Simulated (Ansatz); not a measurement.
A hypothetical phase is included: elements placed on a structure type, which no database files for this compound.

By PBEsol, the system below comes out a metal.

The ballistic (Sharvin) conductance counts the channels at the Fermi level: G/A = (e²/h) × channels of both spins per area.

Given:

```xyz
2
Lattice="4.3062 0.0000 0.0000 0.0000 6.0899 0.0000 2.1531 3.0450 2.1531" Properties=species:S:1:pos:R:3 pbc="T T T"
Ag     2.1531     4.5675     0.0000
Ag     0.0000     3.0450     0.0000
```

The cell was relaxed by PBE-D3(BJ); by PBEsol it stands under a pressure of -1.0 GPa.

The current flows along the normal of the first two printed cell vectors, the (110) plane of the conventional cell. No spin-orbit coupling; the value is a mean over 0.1 eV about the Fermi level.

**Question.** Predict the ballistic conductance per area from PBEsol (Ansatz, a quantum-chemistry and plane-wave program).

**Answer.** 0.41 × 10¹⁵ S/m² for both spins.
